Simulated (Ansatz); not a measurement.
Ru on the (000-1) surface of 4H silicon carbide (H on every top atom; a constructed slab, bottom: 1 H on 1 bottom sites), one in a cell of 33 Å², energies for each. Energies are against an atom of hcp Ru, without zero-point or thermal terms; each row is named by its start.

Host crystal: 4H silicon carbide, with a band gap (PBE, scalar-relativistic without spin-orbit coupling).

Calculation: PBE (plane waves to 420 eV, PAW; Ansatz, a program for electronic structure).

Model: 41-atom slab, 10.8 Å thick at the start with caps and adatoms under the adsorbate (thin: gaps and levels are the slab's own), 4x4x1 mesh, Fermi-Dirac 0.01 eV, dipole correction, 20 atoms held, the rest relaxed; each run with such symmetry as its start has; spin-polarised, no spin-orbit, no U, no dispersion correction.

A negative adsorption energy means that the adsorbate is more stable on the surface than in its reference. Starts that drift may end in the same place. Heights count from the host atoms within 0.3 Å of the top one.

```json
[
 {"starting site": "top H", "E_ads (eV)": "6.67", "height (Å)": "2.31", "nearest host atom (Å)": "H 2.31", "bonded to": "H", "change of the vacuum step (eV)": "0.63", "lateral drift (Å)": "0.0", "moment (μB)": "4.0"},
 {"starting site": "hollow H-H-H over Si at depth 1.7 Å", "E_ads (eV)": "5.87", "height (Å)": "0.59", "nearest host atom (Å)": "H 1.96", "bonded to": "3 C + 3 H + Si", "change of the vacuum step (eV)": "0.28", "lateral drift (Å)": "0.0", "moment (μB)": "2.0"},
 {"starting site": "hollow H-H-H over Si at depth 4.2 Å", "E_ads (eV)": "6.10", "height (Å)": "0.57", "nearest host atom (Å)": "H 1.97", "bonded to": "3 C + 3 H + 3 Si", "change of the vacuum step (eV)": "0.41", "lateral drift (Å)": "0.0", "moment (μB)": "2.0"},
 {"starting site": "bridge H-H (span 3.1 Å)", "E_ads (eV)": "5.87", "height (Å)": "0.59", "nearest host atom (Å)": "H 1.96", "bonded to": "3 C + 3 H + Si", "change of the vacuum step (eV)": "0.29", "lateral drift (Å)": "0.9", "moment (μB)": "2.0"}
]
```
